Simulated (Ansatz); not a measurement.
System: Hf2N2O (P2₁/m, No. 11, 10 atoms in the cell; start mp-776205). Method: LDA in Ansatz (PAW).

Numerical settings: plane-wave cutoff 520 eV, 8×10×4 k mesh (along the axes of the cell as run), Fermi–Dirac smearing 0.01 eV, scalar-relativistic PAW data made under PBE.

Cell (relaxed at this level):

Space group P2₁/m (No. 11); a = 4.2327 Å, b = 3.3747 Å, c = 8.4837 Å, α = 90.00°, β = 100.80°, γ = 90.00°

```csv
atom,site,symmetry,x,y,z
Hf,2e,m,0.7905,0.2500,0.1060
Hf,2e,m,0.3793,0.7500,0.3279
N,2e,m,0.1659,0.2500,0.7500
N,2e,m,0.2861,0.2500,0.0981
O,2e,m,0.3109,0.2500,0.4397
```

### Question
What does this level give for the band gap and direct gap at Γ?

### Answer

- band gap: 1.01 eV (on the SCF k mesh)
- direct gap at Γ: 2.02 eV

Note: the relaxation could not lower the start's symmetry, so the cell can be a saddle point above a distorted one.

Spin–orbit coupling is not included.

Static lattice: no zero-point or thermal effects.

A start named mp-… is a Materials Project structure, which need not be a measured phase.

Ansatz is a first-principles code.
